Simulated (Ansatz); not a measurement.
The parent structure is ZrSi₂ (space group Cmcm, No. 63; a = 3.6887 Å, b = 14.8584 Å, c = 3.6668 Å). Axes: x, y, z lie along a, b, c of the conventional cell.

All numbers come from r2SCAN (Ansatz, a quantum-chemistry and plane-wave program), no spin-orbit coupling.

Before the change:

The pressure is 0.0 GPa, the volume per atom is 16.75 Å³ and the band gap is zero.

The change: biaxial strain +0.29 %, plane normal [001], relaxed out of plane (Cartesian); in-plane vectors clamped, the third vector and the atoms free.

Question: What does the calculation give for the energy relative to the base after the change?

Answer: The energy hardly moves.

Question: How does this affect the pressure?

Answer: The pressure (mean of the normal stresses, compression positive) goes from zero to -0.5 GPa.

Question: What does the calculation give for the volume per atom after the change?

Answer: The volume per atom rises by 0.07 Å³, from 16.75 Å³ to 16.82 Å³.

Question: What happens to the band gap?

Answer: The band gap is still zero.

Without a gap, meshes like the base's 13×13×13 leave anisotropic stresses uncertain by several tenths of a GPa, and small strain energies with them. Whether these cells are dynamically stable was not tested. The final runs are not spin-polarised.
